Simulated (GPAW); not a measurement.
GPAW 25.7.0, DFT, PBE, plane waves, PAW datasets of gpaw-data 1.0.1: bcc Fe, atoms displaced, 2 atoms, spin-polarised from a ferromagnetic start (3 μB on Fe). Basis and mesh were picked for this test and aren't claimed converged.

```python
from ase import Atoms
from ase.parallel import parprint
from gpaw import GPAW

atoms = Atoms(
    'Fe2',
    cell=
    [[2.8660000, 0.0000000, 0.0000000],
     [0.0000000, 2.8660000, 0.0000000],
     [0.0000000, 0.0000000, 2.8660000]],
    scaled_positions=
    [[0.9973870, 0.0084450, 0.9999070],
     [0.5026810, 0.5154880, 0.5142030]],
    pbc=True)
atoms.set_initial_magnetic_moments([3.0, 3.0])
atoms.calc = GPAW(
    mode={'name': 'pw', 'ecut': 500},
    xc='PBE',
    kpts={'size': [8, 8, 8], 'gamma': True},
    occupations={'name': 'fermi-dirac', 'width': 0.1},
    convergence={'density': 1e-05},
    maxiter=150,
    parallel={'kpt': 8, 'band': 1, 'domain': 1, 'sl_auto': False, 'augment_grids': True},
    txt='-')
parprint('free energy', atoms.get_potential_energy(force_consistent=True))
parprint('forces', atoms.get_forces().tolist())
parprint('moments', atoms.get_magnetic_moments().tolist())
```

The program reports k-points after symmetry (for each spin): 260, bands: 18, electrons: 16, plane waves: 624, coarse grid: 15*15*15, symmetry operations: 1.

It runs on a single node (Intel Xeon 6 (Granite Rapids), 96 cores on 1 socket, 2 hardware threads a core, 3 L3 cache groups, 3 NUMA nodes).

Each time is the median wall time of two to five repeats, run one at a time on the otherwise empty machine; start-up is included. Unless noted, each process is bound to its own block of adjacent cores. The times hold for this build (conda-forge: Open MPI, OpenMP, OpenBLAS, FFTW, ScaLAPACK, ELPA). Scratch files lie in a memory file system.

Started as
```bash
OMP_NUM_THREADS=1 mpirun -np 8 gpaw python run.py
```
(8 ranks, parallel.kpt = 8, parallel.band = 1) it takes 12 s and 24 SCF iterations.

Task: Estimate the wall time with parallel.kpt = 1, parallel.band = 8.

Result: About 59 s (2 runs within 1 %): 4.8× as long. The largest move is in the band solver (Davidson, Orthonormalize): 7.9 s to 49 s. Change in the result: energy under 0.001 meV/atom, forces (largest component) under 0.001 meV/Å, site moments under 0.001 μB.
